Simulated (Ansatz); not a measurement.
Start from Si in the diamond structure (space group Fd-3m, No. 227).

```
Si
1.0
    0.00000     2.71688     2.71688
    2.71688     0.00000     2.71688
    2.71688     2.71688     0.00000
Si
2
Direct
  0.00000   0.00000   0.00000
  0.25000   0.25000   0.25000
```

The values are results of PBEsol in Ansatz (plane waves to 420 eV, PAW, no spin-orbit coupling), not measurements.

For the base:

| Property | Value |
|---|---|
| Density | 2.33 g/cm³ |
| Band gap | 0.47 eV |
| Gap character | indirect, Γ → Γ–X (87 % along) |
| Hole mass | 0.17, 0.26, 0.26 mₑ (at Γ) |

The change: cell and atoms relaxed at a pressure of 9 GPa.

Problem. How does this affect the density?

Solution. The density grows by 0.196 g/cm³ (2.33 g/cm³ → 2.52 g/cm³).

Problem. Predict the new band gap.

Solution. The band gap falls by 0.16 eV (0.47 eV → 0.31 eV).

Problem. What happens to the gap character?

Solution. The gap character stays indirect, Γ → Γ–X (87 % along).

Problem. How does this affect the hole mass?

Solution. The hole mass (degenerate bands, along [100]) goes from 0.17, 0.26, 0.26 mₑ (at Γ) to 0.20, 0.24, 0.24 mₑ (at Γ).

Load acts through the strain it causes; cell and atoms are relaxed under it. Masses are band curvatures over ±0.01 Å⁻¹ around the edge. Whether these cells are dynamically stable was not tested. Tetrahedral semiconductors of this kind turn to denser phases somewhere between about 1 and 50 GPa; those were not computed, so compressed cells here can lie past the real transition.

Ansatz is an electronic-structure program.
